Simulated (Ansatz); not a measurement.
A hypothetical phase is included: elements placed on a structure type, which no database files for this compound.

Consider the following.

```
B
1.0
    4.00686     0.00000     0.00000
   -1.33562     3.77771     0.00000
    1.33562     1.88885     3.27159
B
4
Direct
  0.00000   0.75000   0.50000
  0.75000   0.50000   0.00000
  0.50000   0.00000   0.25000
  0.75000   0.75000   0.25000
```

The cell was relaxed by PBE-D3(BJ); by r2SCAN it stands under a pressure of 0.9 GPa.

Transport runs along the normal of the first two printed cell vectors, the (110) plane of the conventional cell.

No gap correction and no spin-orbit coupling; mid-gap is the computed energy nearest the middle.

Task: Predict the band gap and the smallest decay constant κ at mid-gap from r2SCAN run with Ansatz (a first-principles code).

Result: Gap 1.80 eV on a 10×10×10 mesh; κ = 0.255 1/Å, at (0.000, 0.375) of the in-plane reciprocal vectors. At the zone centre the slowest state has κ = 0.34 1/Å.
